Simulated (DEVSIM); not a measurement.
## Schottky contact on n-type Ge

Device: Schottky contact on n-type Ge, at 400 K.

```tsv
layer (left to right)	material	thickness (μm)	Nd (cm⁻³)	τn (s)	τp (s)
1	Ge	14.0	3.5e16	1.3e-5	1.3e-5
2	Ge	2.20	2.9e18	1.3e-5	1.3e-5
```

Left contact: Schottky, work function 4.31 eV, emission velocity 2.4e6 cm/s. Right contact: ohmic. Voltage is applied to the left contact. Recombination: SRH at mid-gap, Auger. Mobility is constant in doping.

Constants are typed, rounded textbook-type inputs, not results; the design itself was drawn at random and stands for no fabricated device. Values at 300 K; Nc and Nv go as T^1.5, mobilities as T to minus their exponent, the gap by Varshni's rule with the affinity fixed.

```
parameter               Ge
----------------  --------
gap (eV)             0.664
affinity (eV)            4
permittivity            16
Nc (cm⁻³)          1.04e19
Nv (cm⁻³)             6e18
μn (cm²/Vs)           3900
μp (cm²/Vs)           1900
T exponent of μn      1.66
T exponent of μp      2.33
Cn (cm⁶/s)           1e-31
Cp (cm⁶/s)           1e-31
Varshni α (eV/K)  0.000477
Varshni β (K)          235
```

Simulated with DEVSIM: 1D drift-diffusion, Boltzmann statistics, complete ionisation; no tunnelling, impact ionisation, image-force lowering or self-heating. Metal contacts follow the ideal Schottky-Mott rule: no Fermi-level pinning, no interface dipoles.

| Property | Value |
|---|---|
| Potential step across the device at zero bias | 0.251 V |
